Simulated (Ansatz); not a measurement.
Results of PBEsol in Ansatz (plane waves, PAW) for Ca2Pb (Fm-3m, No. 225, 3 atoms in the cell; start mp-1009756).

Numerical settings: plane-wave cutoff 500 eV, 12×12×12 k mesh, gaussian smearing 0.02 eV, scalar-relativistic PAW data made under PBE.

Cell (relaxed at this level):

```cif
data_Ca2Pb
_chemical_formula_sum 'Ca2 Pb1'
_space_group_name_H-M_alt 'P 1'
_space_group_IT_number 1
_cell_length_a 5.32264
_cell_length_b 5.32264
_cell_length_c 5.32264
_cell_angle_alpha 60.000
_cell_angle_beta 60.000
_cell_angle_gamma 60.000
loop_
_space_group_symop_operation_xyz
  'x, y, z'
loop_
_atom_site_label
_atom_site_type_symbol
_atom_site_fract_x
_atom_site_fract_y
_atom_site_fract_z
_atom_site_occupancy
Ca1 Ca 0.75000 0.75000 0.75000 1
Ca2 Ca 0.25000 0.25000 0.25000 1
Pb1 Pb 0.00000 0.00000 0.00000 1
```

**Question.** Predict the band gap.

**Answer.** 
band gap: 0.62 eV (on the SCF k mesh)

Note: the relaxation could not lower the start's symmetry, so the cell can be a saddle point above a distorted one.

Spin–orbit coupling is not included; with these elements it can move the gap by several tenths of an eV or more.

Computed values are for the static lattice.

The result took roughly 40 core-seconds.

A start named mp-… is a Materials Project structure, which need not be a measured phase.

Ansatz is a first-principles code.
